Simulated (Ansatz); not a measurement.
The starting structures come from a database of crystals and need not be the phases stable at ambient conditions.

 Where the default PAW files enter, the runs use the earlier of Ansatz's two default sets.

Inside the gap of an insulator the Bloch states are evanescent, with a wavenumber k + iκ along the transport direction.

Consider the following.

```xyz
8
Lattice="5.6581 0.0000 0.0000 -2.8291 4.9001 0.0000 2.8291 1.6334 6.6620" Properties=species:S:1:pos:R:3 pbc="T T T"
K      2.8291     1.6334     4.8261
K      2.8291     4.9001     1.8360
K      0.0000     3.2667     3.3310
Cu     2.8291     0.0000     0.0000
Cu    -1.4145     2.4500     0.0000
Cu     1.4145     2.4500     0.0000
P      2.8291     4.9001     5.1368
P      2.8291     1.6334     1.5252
```

Space group of this cell: R-3m. The cell is taken as given; by PBEsol its mean pressure is -0.9 GPa.

Transport runs along the normal of the first two printed cell vectors, the (001) plane of the conventional cell.

The gap is the functional's own. No spin-orbit coupling. Mid-gap values are interpolated on the energy grid.

### Question
Estimate the band gap and the smallest decay constant κ at mid-gap that PBEsol in Ansatz (an electronic-structure program) returns for this system.

### Answer
Gap 1.22 eV on a 8×8×8 mesh; κ = 0.234 1/Å, at (0.500, 0.000) of the in-plane reciprocal vectors. At the zone centre, at the nearest computed energy, the slowest state has κ = 0.29 1/Å.
